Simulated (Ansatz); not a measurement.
Amorphous silicon oxynitride (Si30O12N32), 74 atoms at 2.90 g/cm³, one PBE-relaxed geometry, zone centre. Methods: PBE, scalar-relativistic without spin-orbit coupling (Ansatz, a first-principles code); HSE06, scalar-relativistic without spin-orbit coupling (Ansatz). Plane waves to 420 eV (r2SCAN 500 eV); exact exchange is cut at the cell's faces. At PBE the levels at the filled edge of the gap are localised (band-tail or defect states), and the nearest spread-out levels lie 3.7 eV apart at the zone centre. The higher rungs were started with moments on some atoms, which died out.

A CHGNet melt-quench gave the starting glass, which DFT then relaxed. O and N atoms were pushed apart under 1.9 Å during the dynamics, to hinder bonds among them. It is a model cell: composition and starting density were chosen by hand, and all elements were melted together. No dispersion term was used. Its density started from a set value of 2.90 and ended at 2.90 g/cm³. Cooling (nominally 630 K/ps over its main leg) ran many orders faster than in experiment, which tends to leave more defects and strain. A cell of this size samples the disorder only roughly. The volume was held where the preparation left it, at a PBE pressure of 3.8 GPa. Stress components on the final sampling reach 5.9 GPa.

The relaxation ran on the zone centre alone. At PBE the level gap is 2.83 eV on a 2×2×2 Γ-centred mesh, and the spacing at the zone centre alone 2.82 eV.

Question: What zone-centre spacing does HSE06 give, roughly?

Answer: 4.23 eV (+1.41 eV against PBE).

The highest filled and the lowest empty state spread over these numbers of atoms (participation numbers): PBE: 7.1 and 41.9; HSE06: 7.6 and 40.9.
